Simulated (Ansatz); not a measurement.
Ansatz (a quantum-chemistry and plane-wave program), DFT, HSE06, plane waves, its default PAW files: cubic fluorite HfO2, atoms displaced (Hf32O64), 96 atoms. Basis and mesh were picked for this test and aren't claimed converged.

Ansatz 0.2 input:
```yaml
crystal:
  lattice:
    - [10.16, 0.0, 0.0]
    - [0.0, 10.16, 0.0]
    - [0.0, 0.0, 10.16]
  atoms:
    - { symbol: Hf, position: [0.00054, 0.00034, 0.000793] }
    - { symbol: Hf, position: [0.995958, 0.250565, 0.25212] }
    - { symbol: Hf, position: [0.246399, 0.99972, 0.246389] }
    - { symbol: Hf, position: [0.250601, 0.250755, 0.996555] }
    - { symbol: Hf, position: [0.992997, 0.004302, 0.500551] }
    - { symbol: Hf, position: [0.001663, 0.250361, 0.748087] }
    - { symbol: Hf, position: [0.250814, 0.002482, 0.752676] }
... (86 lines of coordinates left out) ...
    - { symbol: O, position: [0.622547, 0.873531, 0.621973] }
    - { symbol: O, position: [0.87242, 0.875345, 0.626196] }
    - { symbol: O, position: [0.631662, 0.62767, 0.874249] }
kpoints:
  mp_grid: { grid: [1, 1, 1] }
hamiltonian:
  xc: hse06
  pseudopotentials: { kind: paw }
scf:
  occupations: { method: fixed }
output:
  forces: true
```

The program reports k-points after symmetry: 1, bands at the start: 730, electrons: 1216, plane waves at Γ: 20377, cutoff (eV): 420, FFT grid: 72×72×72, symmetry operations: 1.

Machine: one whole node with four NVIDIA GB200 cards and two Grace (Neoverse V2) sockets of 72 cores, of which 136 in all may be used; each card has its host threads on the socket beside it.

Times are medians of repeated runs, from launch to exit, start-up of the cards included. No other job ran on the node; its own services took about 4 cores, and under one core (or 1.5 %) of those that a run was pinned to. Unless noted, each process is bound to its own block of adjacent cores. The times hold for this build (release build for Arm (Neoverse V2), with CUDA, one process with threads). Scratch files lie in a memory file system.

Ways to run it, which agree within 1.0 meV/atom in energy, 10 meV/Å in forces (largest component):
- 1 card, 4 host threads
- 1 card, 8 host threads
- 68 CPU threads, no card
- 2 cards, 64 host threads
- 4 cards, 128 host threads
- 1 card, 32 host threads
- 1 card, 16 host threads
- 136 CPU threads, no card

Rank these ways by time: what do one card, more cards and fewer host threads bring?

Soonest: 1 card, 16 host threads, 6.9 s. Against it these are level within 8 % or the scatter of repeats: 1 card, 32 host threads; 2 cards, 64 host threads; 1 card, 8 host threads. One card with 32 host threads against the best run on cores (136 CPU threads, no card, 51 s): 7.4× as fast. The job has 1 k-point to share out. 2 cards against one: level within 8 % or the scatter of repeats. 4 cards against one: 1.6× as long. Of the one-card time only 4.3 s lie in the program's phases; launch, set-up ahead of the first cycle and exit take 2.1 s. With 4 host threads in place of 32: 1.3× as long.

```csv
way,wall time,in the phases,repeats,SCF iterations
"1 card, 16 host threads",6.9 s,4.4 s,3 runs within 2 %,21
"1 card, 32 host threads",6.9 s,4.3 s,3 runs within 2 %,21
"2 cards, 64 host threads",7.3 s,4.0 s,3 runs within 2 %,21
"1 card, 8 host threads",7.4 s,4.9 s,3 runs within 2 %,21
"1 card, 4 host threads",8.8 s,6.3 s,3 runs within 4 %,21
"4 cards, 128 host threads",11 s,4.6 s,3 runs within 4 %,21
"136 CPU threads, no card",51 s,46 s,3 runs within 1 %,21
"68 CPU threads, no card",52 s,45 s,3 runs within 1 %,21
```
